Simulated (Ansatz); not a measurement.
Functionals compared on a constructed model of the (111) surface of fcc Ir, a pseudomorphic layer of Rh in the host's stacking (bottom of the slab: a bare face, its two planes held), in Ansatz (plane waves, PAW). The structure was relaxed with PBE; the other rows are single points on it. Cutoff 420 eV (500 eV for r2SCAN).

Slab: 7 atoms, 13.7 Å thick at the start with caps and adatoms (thin: gaps and levels are the slab's own); k 16x16x1, smearing 0.1 eV, dipole-corrected; 2 atoms held, the rest relaxed; symmetry of the start imposed; no spin, no spin-orbit, no U. In PBE it is, or lies within 0.01 eV a 1x1 cell of, the lowest of the 2 structures of its composition computed so far; subsurface sites and larger cells were not tried. These notes are the PBE run's.

```tsv
functional	work function of the top face (eV)	rough cost of the single point
PBE	5.07	–
RPBE	4.89	around 17 core-seconds (rough)
r2SCAN	5.05	around 40 core-seconds (rough)
```

Ansatz is a program for electronic structure.
